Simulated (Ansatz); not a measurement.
We consider Zn2SnO4 (model structure, started from the spinel type, Fd-3m, No. 227, 14 atoms in the cell), described by PBEsol (Ansatz, a program for electronic structure, PAW).

Run with plane-wave cutoff 520 eV, 8×8×8 k mesh, Fermi–Dirac smearing 0.01 eV, scalar-relativistic PAW data made under PBE.

Cell (relaxed with PBEsol):

```
SnZn2O4
1.0
    0.00000     4.31789     4.31789
    4.31789     0.00000     4.31789
    4.31789     4.31789     0.00000
Zn Sn O
4 2 8
Cartesian
  5.39736   5.39736   5.39736
  5.39736   3.23842   3.23842
  3.23842   5.39736   3.23842
  3.23842   3.23842   5.39736
  2.15894   2.15894   2.15894
  0.00000   0.00000   0.00000
  7.49152   7.49152   7.49152
  7.49152   5.46215   5.46215
  5.46215   7.49152   5.46215
  5.46215   5.46215   7.49152
  3.30320   3.30320   3.30320
  3.30320   5.33257   5.33257
  5.33257   3.30320   5.33257
  5.33257   5.33257   3.30320
```

Problem. Estimate the band gap that the calculation returns.

Solution. 
band gap: 0.45 eV

Note: the relaxation could raise the start's symmetry but not lower it, so the cell can be a saddle point.

Spin–orbit coupling is not included.

The computed numbers hold no vibrational or temperature effects.

Computing time: very roughly 70 core-seconds.

A model structure was made by putting elements into a prototype or built by hand; it is no filed structure, need not be a known phase, and can be a saddle point held by its symmetry.
